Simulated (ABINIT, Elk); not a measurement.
An Elk input for a self-consistent single point of BaAlGe (P-6m2, 3 atoms in the cell) (DFT, PBEsol, all-electron FP-LAPW, Elk's shipped species files, default APW+lo basis):

```
tasks
  0

xctype
  22

rgkmax
  7.0

rmtscf
  0.99

stype
  3

swidth
  0.00367493

scale
  8.38565183

avec
    1.0000000000    0.0000000080    0.0000000000
   -0.5000000069    0.8660253998    0.0000000000
    0.0000000000    0.0000000000    1.2010629832

sppath
  './'

atoms
  3   : nspecies
  'Ba.in'   : spfname
  1   : natoms; atposl, bfcmt below
  0.0000000000  0.0000000000  0.0000000000    0.0 0.0 0.0
  'Al.in'   : spfname
  1   : natoms; atposl, bfcmt below
  0.6666666667  0.3333333333  0.5000000000    0.0 0.0 0.0
  'Ge.in'   : spfname
  1   : natoms; atposl, bfcmt below
  0.3333333333  0.6666666667  0.5000000000    0.0 0.0 0.0

ngridk
  6 6 4
```

**Question.** Translate this input to ABINIT.

**Answer.** One input that does it (others would too):

```
# BaAlGe, PseudoDojo nc-sr-04 PBEsol standard
pp_dirpath "./"
pseudos "Ba.upf, Al.upf, Ge.upf"
acell 8.3856518298 8.3856518298 10.0716960031
rprim
         1.0000000000    0.0000000080    0.0000000000
        -0.5000000069    0.8660253998    0.0000000000
         0.0000000000    0.0000000000    1.0000000000
natom 3
ntypat 3
znucl 56 13 32
typat 1 2 3
xcart
         0.0000000000    0.0000000000    0.0000000000
         4.1928258955    2.4207292042    5.0358480016
        -0.0000000388    4.8414583413    5.0358480016
ecut 39 Ha
ixc -116133
occopt 3
tsmear 0.1 eV
nband 19
kptopt 1
ngkpt 6 6 4
nshiftk 1
shiftk 0 0 0
nstep 50
tolvrs 1.0e-12
prtwf 0
prtden 0
enunit 1
```

Basis, cutoffs, solver keys and any potentials are the target program's own. This input uses DFT, PBEsol, plane waves, norm-conserving pseudopotentials (PseudoDojo nc-sr-04 PBEsol standard).

The starting cell comes from a database of computed structures (which also holds hypothetical and non-ambient phases and stackings), without a prior relaxation at this level. Its lattice was rescaled by a random factor within 2.5 % of one.
